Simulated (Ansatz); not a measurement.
Start from MgTe in the wurtzite structure (space group P6_3mc, No. 186; a = 4.5609 Å, c = 7.4128 Å).

All numbers come from plane-wave PAW DFT at the PBEsol level (Ansatz, a first-principles code, 420 eV), spin-orbit coupling left out, earlier PAW set.

Before the change:

The valence-band top at Γ is 0.00, -0.02, -0.02 eV and the band gap is 2.39 eV.

The change: cell and atoms relaxed at a pressure of 18 GPa.

**Question.** How does this affect the valence-band top at Γ and band gap?

**Answer.** The valence-band top at Γ (three highest levels, from the VBM) goes from 0.00, -0.02, -0.02 eV to 0.00, -1.30, -1.30 eV; the band gap falls by 1.67 eV (2.39 eV → 0.72 eV).

Spin-orbit coupling, missing from the scalar runs, can matter with Te. Load acts through the strain it causes; cell and atoms are relaxed under it. Whether these cells are dynamically stable was not tested. Tetrahedral semiconductors of this kind turn to denser phases somewhere between about 1 and 50 GPa; those were not computed, so compressed cells here can lie past the real transition. Along this pressure series the structure jumps between pressure 9 GPa and pressure 18 GPa; cells beyond that are another form of it.
